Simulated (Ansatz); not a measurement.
BaF₂ in the fluorite structure (space group Fm-3m, No. 225)

```
BaF2
1.0
    0.00000     3.09737     3.09737
    3.09737     0.00000     3.09737
    3.09737     3.09737     0.00000
Ba F
1 2
Direct
  0.00000   0.00000   0.00000
  0.25000   0.25000   0.25000
  0.75000   0.75000   0.75000
```

Method: Ansatz (a first-principles code) r2SCAN, spin-orbit coupling left out. k-mesh 9×9×9 (Γ-centred); smearing 0.05 eV (Fermi–Dirac).

| Quantity | Value |
|---|---|
| Volume per atom | 19.81 Å³ |
| Density | 4.90 g/cm³ |
| Band gap | 7.41 eV, indirect, K–Γ (36 % along) → Γ |
| Electron mass | 0.50 mₑ |
| Lowest conduction-band minima above the VBM | Γ 7.41 eV; X along ⟨100⟩ 7.75 eV |
| Total energy | -2530.241 eV/atom (σ→0; compares only within this code and set-up) |

Effective masses come from finite differences of ±0.01 Å⁻¹. No phonon test of stability was made.
